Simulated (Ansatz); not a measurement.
Base system: Li in the bcc (W type) structure (space group Im-3m, No. 229; a = 3.434 Å).

Calculations: DFT with PBEsol, PAW potentials and a 420 eV plane-wave cutoff in Ansatz (a quantum-chemistry and plane-wave program), no spin-orbit coupling.

For the base:

| Item | Value |
|---|---|
| Volume per atom | 20.25 Å³ |

Now apply this change: full substitution Li → K; the structure is relaxed again.

**Question.** Estimate the effect on the volume per atom.

**Answer.** The volume per atom increases by 50.55 Å³ (20.25 Å³ → 70.80 Å³).

No phonon test of stability was made.
